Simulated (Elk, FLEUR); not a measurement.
A FLEUR input for a self-consistent single point of YMg (P-3m1, 4 atoms in the cell) (DFT, LDA (Vosko-Wilk-Nusair), all-electron FLAPW (FLEUR), scalar-relativistic valence):

Input of the input generator:

```
YMg FLAPW
&input film=f /
6.4572885385 0.0000000268 0.0000000000
-3.2286442925 5.5921759005 0.0000000000
0.0000000000 0.0000000000 21.2438853533
1.0
1.0 1.0 1.0

4
39 0.6666666667 0.3333333333 0.8708900000
39 0.3333333333 0.6666666667 0.1291100000
12 0.3333333333 0.6666666667 0.6180200000
12 0.6666666667 0.3333333333 0.3819800000

&comp jspins=1 /
&exco xctyp='vwn' /
&kpt div1=8 div2=8 div3=2 gamma=t /
&end /
```

```xml
<?xml version="1.0" encoding="UTF-8" standalone="no"?>
<fleurInput fleurInputVersion="0.39">
   <comment>
      YMg FLAPW                                                                                           
   </comment>
   <calculationSetup>
      <cutoffs Kmax="3.8" Gmax="11.4" GmaxXC="11.4" numbands="0"/>
      <scfLoop itmax="80" minDistance="0.00001" maxIterBroyd="15" imix="Anderson" alpha="0.05" precondParam="0.0" spinf="2.0"/>
      <coreElectrons ctail="T" frcor="F" kcrel="0" coretail_lmax="0"/>
      <xcFunctional name="vwn" relativisticCorrections="F"/>
      <magnetism jspins="1"/>
      <soc l_soc="F" theta="0.0" phi="0.0" spav="F"/>
      <expertModes spex="0" secvar="F"/>
      <geometryOptimization l_f="T" forcealpha="1.0" forcemix="BFGS" epsdisp="0.00001" epsforce="0.00001"/>
      <ldaU l_linMix="F" mixParam="0.05" spinf="1.0"/>
   </calculationSetup>
   <cell>
      <bzIntegration valenceElectrons="42.0" mode="gauss" fermiSmearingEnergy="0.00734986">
         <kPointListSelection listName="default-1"/>
         <!-- k-points included here -->
         <xi:include xmlns:xi="http://www.w3.org/2001/XInclude" href="kpts.xml"> </xi:include>
      </bzIntegration>
      <!-- symmetry operations included here -->
      <xi:include xmlns:xi="http://www.w3.org/2001/XInclude" href="sym.xml"> </xi:include>
      <bulkLattice scale="1.0">
         <bravaisMatrix>
            <row-1>    6.4572885385000003     0.0000000268000000     0.0000000000000000</row-1>
            <row-2>   -3.2286442924999998     5.5921759005000000     0.0000000000000000</row-2>
            <row-3>    0.0000000000000000     0.0000000000000000    21.2438853533000014</row-3>
         </bravaisMatrix>
      </bulkLattice>
   </cell>
   <atomSpecies>
      <species name="Yttrium (Y)" element="Y" atomicNumber="39">
         <mtSphere radius="2.68" gridPoints="925" logIncrement="0.014"/>
         <atomicCutoffs lmax="10" lnonsphr="8"/>
         <electronConfig flipSpins="F">
            <coreConfig>(1s1/2) (2s1/2) (2p1/2) (2p3/2) (3s1/2) (3p1/2) (3p3/2) (3d3/2) (3d5/2)</coreConfig>
            <valenceConfig>(4s1/2) (4p1/2) (4p3/2) (5s1/2) (4d3/2) (4d5/2)</valenceConfig>
            <stateOccupation state="(4d3/2)" spinUp="0.2" spinDown="0.2"/>
            <stateOccupation state="(4d5/2)" spinUp="0.3" spinDown="0.3"/>
         </electronConfig>
         <energyParameters s="5" p="5" d="4" f="4"/>
         <lo type="SCLO" l="0" n="4" eDeriv="0"/>
         <lo type="SCLO" l="1" n="4" eDeriv="0"/>
      </species>
      <species name="Magnesium (Mg)" element="Mg" atomicNumber="12">
         <mtSphere radius="2.68" gridPoints="925" logIncrement="0.013"/>
         <atomicCutoffs lmax="10" lnonsphr="8"/>
         <electronConfig flipSpins="F">
            <coreConfig>(1s1/2)</coreConfig>
            <valenceConfig>(2s1/2) (2p1/2) (2p3/2) (3s1/2)</valenceConfig>
         </electronConfig>
         <energyParameters s="3" p="3" d="3" f="4"/>
         <lo type="SCLO" l="0" n="2" eDeriv="0"/>
         <lo type="SCLO" l="1" n="2" eDeriv="0"/>
      </species>
   </atomSpecies>
   <atomGroups>
      <atomGroup species="Yttrium (Y)">
         <relPos label="                   1">-1.000/3.000 1.000/3.000 -.1291100000</relPos>
         <relPos label="                   2">1.000/3.000 -1.000/3.000 .1291100000</relPos>
         <force calculate="T" relaxXYZ="TTT"/>
      </atomGroup>
      <atomGroup species="Magnesium (Mg)">
         <relPos label="                   3">1.000/3.000 -1.000/3.000 -.3819800000</relPos>
         <relPos label="                   4">-1.000/3.000 1.000/3.000 .3819800000</relPos>
         <force calculate="T" relaxXYZ="TTT"/>
      </atomGroup>
   </atomGroups>
   <output dos="F" band="F" slice="F">
      <checks vchk="F" cdinf="F"/>
      <bandDOS minEnergy="-.5*Htr" maxEnergy="0.5*Htr" sigma="0.015" storeEVData="T"/>
      <vacuumDOS vacdos="F" integ="F" star="F" nstars="0" locx1="0.0" locy1="0.0" locx2="0.0" locy2="0.0" nstm="0" tworkf="0.0"/>
      <unfoldingBand unfoldBand="F" supercellX="1" supercellY="1" supercellZ="1"/>
      <plotting iplot="0" polar="F">
         <plot TwoD="T" vec1="  1.0  0.0  0.0" vec2="  0.0  1.0  0.0" vec3="  0.0  0.0  1.0" zero="  0.0  0.0  0.0" file="plot"/>
      </plotting>
      <chargeDensitySlicing numkpt="0" minEigenval="0.0" maxEigenval="0.0" nnne="0" pallst="F"/>
      <specialOutput eonly="F"/>
      <magneticCircularDichroism mcd="F" energyLo="-10.0" energyUp="0.0"/>
   </output>
  <!-- We include the file relax.xml here to enable relaxations (see documentation) -->
  <xi:include xmlns:xi="http://www.w3.org/2001/XInclude" href="relax.xml"> <xi:fallback/> </xi:include>
</fleurInput>
```

Question: Write the same calculation as an input for Elk.

Answer: This is the input that was run; spellings and numerical settings could be chosen otherwise.

```
tasks
  0

rgkmax
  7.5

gmaxvr
  16.0

nxlo
  2

lorbcnd
  .true.

lmaxi
  3

stype
  0

swidth
  0.00734986

maxscl
  100

scale
  6.457288539

avec
    1.0000000000    0.0000000042    0.0000000000
   -0.5000000036    0.8660254017    0.0000000000
    0.0000000000    0.0000000000    3.2899080205

sppath
  './'

atoms
  2
  'Y.in'
  2
  0.6666666667  0.3333333333  0.8708900000    0.0 0.0 0.0
  0.3333333333  0.6666666667  0.1291100000    0.0 0.0 0.0
  'Mg.in'
  2
  0.3333333333  0.6666666667  0.6180200000    0.0 0.0 0.0
  0.6666666667  0.3333333333  0.3819800000    0.0 0.0 0.0

ngridk
  8 8 2
```

Basis, cutoffs, solver keys and any potentials are the target program's own. This input uses DFT, LDA (PW92), all-electron FP-LAPW, Elk's shipped species files, APW+lo basis with extra local orbitals. LDA parametrisations can differ slightly between programs.

The starting cell comes from a database of computed structures (which also holds hypothetical and non-ambient phases and stackings), without a prior relaxation at this level.
